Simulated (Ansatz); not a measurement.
Take Ca in the diamond structure (space group Fd-3m, No. 227; a hypothetical phase, not in the database extracts checked) as the base.

```cif
data_Ca8
_chemical_formula_sum 'Ca8'
_space_group_name_H-M_alt 'Fd-3m :1'
_space_group_IT_number 227
_space_group_name_Hall 'F 4d 2 3 -1d'
_cell_length_a 8.43265
_cell_length_b 8.43265
_cell_length_c 8.43265
_cell_angle_alpha 90.000
_cell_angle_beta 90.000
_cell_angle_gamma 90.000
loop_
_atom_site_label
_atom_site_type_symbol
_atom_site_symmetry_multiplicity
_atom_site_Wyckoff_symbol
_atom_site_fract_x
_atom_site_fract_y
_atom_site_fract_z
_atom_site_occupancy
Ca1 Ca 8 a 0.00000 0.00000 0.00000 1
```
(The calculation used a cell of 2 atoms; values per cell refer to that cell.)

The values are results of PBEsol (Ansatz, an electronic-structure program; PAW; 420 eV plane waves; no spin-orbit coupling), not measurements.

One change was made to it. Results:

The shortest interatomic distance drops by 0.9808 Å to 2.671 Å; the density grows by 1.38 g/cm³ (0.89 g/cm³ → 2.27 g/cm³).

What was done to the base?
A. pressure 0.3 GPa
B. pressure 5 GPa
C. pressure 0.7 GPa

B, pressure 5 GPa. For comparison, the shortest interatomic distance in the other runs: pressure 0.7 GPa gives 3.486 Å; pressure 0.3 GPa gives 3.574 Å.

Load acts through the strain it causes; cell and atoms are relaxed under it. Whether these cells are dynamically stable was not tested. Competing high-pressure phases were not computed.
